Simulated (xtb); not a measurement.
xtb 6.7.1, GFN2-xTB: Ge(OMe)3(iPr) (C[O][Ge]([O]C)([O]C)[CH](C)C), 26 atoms. The geometry is a generated start, not checked to be a minimum at this level.

```
Quantity                  Result
-----------------  -------------
run flags                 --grad
method                  GFN2-xTB
--acc                1 (default)
--etemp (K)        300 (default)
basis functions               62
valence electrons             62
```

```xyz
26

C     -2.4741     1.7967    -0.7338
O     -1.1005     1.4571    -0.8089
Ge    -0.3423     0.0693    -0.0191
O     -0.9818     0.0460     1.6273
C     -1.1030    -1.0830     2.4719
O     -1.0003    -1.4693    -0.6923
C     -0.8809    -1.8756    -2.0380
C      1.6608     0.3307    -0.2885
C      2.4477    -0.6147     0.6071
C      2.0481     1.7812    -0.0583
H     -2.8444     1.7286     0.2889
H     -2.5611     2.8272    -1.0839
H     -3.0734     1.1446    -1.3745
H     -1.4056    -1.9692     1.9141
H     -1.8681    -0.8403     3.2121
H     -0.1593    -1.2852     2.9859
H     -1.7017    -2.5668    -2.2377
H      0.0683    -2.3923    -2.2039
H     -0.9492    -1.0326    -2.7299
H      1.8483     0.0712    -1.3336
H      2.1165    -1.6442     0.4736
H      2.3147    -0.3427     1.6529
H      3.5095    -0.5588     0.3691
H      1.8475     2.0690     0.9716
H      1.4747     2.4328    -0.7120
H      3.1097     1.9203    -0.2600
```

One run each on 1 thread. Values of broydamp tried: 0.02, 0.05, 0.1, 0.2, 0.4 (default), 0.6, 0.8, 1.

Question: Which value of broydamp needs the fewest SCC iterations, and what happens away from it?

Answer: Fewest SCC iterations, within one of each other: 0.2 with 13, 0.4 (default) with 13, 0.6 with 13, 0.8 with 12. The count rises to 19 at 0.02. All converge to one solution.

```csv
broydamp,SCC iterations,end
0.02,19,same solution
0.05,16,same solution
0.1,15,same solution
0.2,13,same solution
0.4 (default),13,same solution
0.6,13,same solution
0.8,12,same solution
1,14,same solution
```
